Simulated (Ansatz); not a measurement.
# GaSb, pressure series

Take GaSb in the zinc blende structure (space group F-43m, No. 216; a = 6.134 Å) as the base.

Cell and atoms are relaxed at each pressure.

Level of theory: r2SCAN (Ansatz, a quantum-chemistry and plane-wave program; PAW; 500 eV plane waves; without spin-orbit coupling), earlier PAW set.

Candidates:
(a) pressure 0.3 GPa
(b) pressure 5 GPa
(c) pressure −1 GPa
(d) pressure 1.5 GPa
(e) pressure 3 GPa

Before the change:

| Quantity | Value |
|---|---|
| Band gap | 0.41 eV |

Q: Order them by band gap, highest first.

A: (b) pressure 5 GPa (0.87 eV), (e) pressure 3 GPa (0.80 eV), (d) pressure 1.5 GPa (0.61 eV), (a) pressure 0.3 GPa (0.46 eV), (c) pressure −1 GPa (0.26 eV)

Spin-orbit coupling, missing from the scalar runs, can matter with Sb. Load acts through the strain it causes; cell and atoms are relaxed under it. No phonon test of stability was made. Tetrahedral semiconductors of this kind turn to denser phases somewhere between about 1 and 50 GPa; those were not computed, so compressed cells here can lie past the real transition. A zero or small gap of GaSb under pressure −1 GPa can be the functional's error rather than a property of the material.
